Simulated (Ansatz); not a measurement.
PdIn (Pm-3m), PBEsol, DFPT electron-phonon coupling, linearised Boltzmann equation in Ansatz (an electronic-structure program): phonon-limited resistivity 13.0 μΩ·cm at 300 K, current-weighted mean free path 7.7 nm, Drude plasma energy 7.68 eV.

**Question.** What is the classical skin depth at 10 GHz (nonmagnetic, μ₀ = 1.257×10⁻⁶ H/m)?

**Answer.** δ = √(ρ/(π f μ₀)) = 1810 nm.

**Question.** What Drude relaxation time do resistivity and plasma energy imply?

**Answer.** ω_p = 1.17e16 s⁻¹, so τ = 1/(ε₀ ω_p² ρ) = 6.38 fs, a damping ħ/τ of 103 meV.

**Question.** Estimate the resistivity of a 20 nm square wire with diffuse walls from ρ ≈ ρ₀(1 + 3ℓ/4d).

**Answer.** 1 + 0.75 × 7.7/20 = 1.29, so ρ ≈ 16.8 μΩ·cm and a line 1 μm long has 419 Ω. The formula is the free-electron limit for d well above ℓ; grain boundaries add to it.

A metal at this level (no band gap). Only scattering by harmonic phonons is included (no impurities, grain boundaries, electron-electron scattering or thermal expansion). Spin-orbit coupling is left out. The run warned that the eigensolver left some states short of its tolerance. Halving the electron mesh (28x28x28) moves the resistivity by up to 6 % at 300 K, the mean free path by up to 4 %. Smearing 0.20 eV; phonons on a 4x4x4 q mesh, which this run doesn't test.

Computed structure with no diffraction record at hand here (it may be known, metastable or hypothetical): PdIn (Pm-3m).
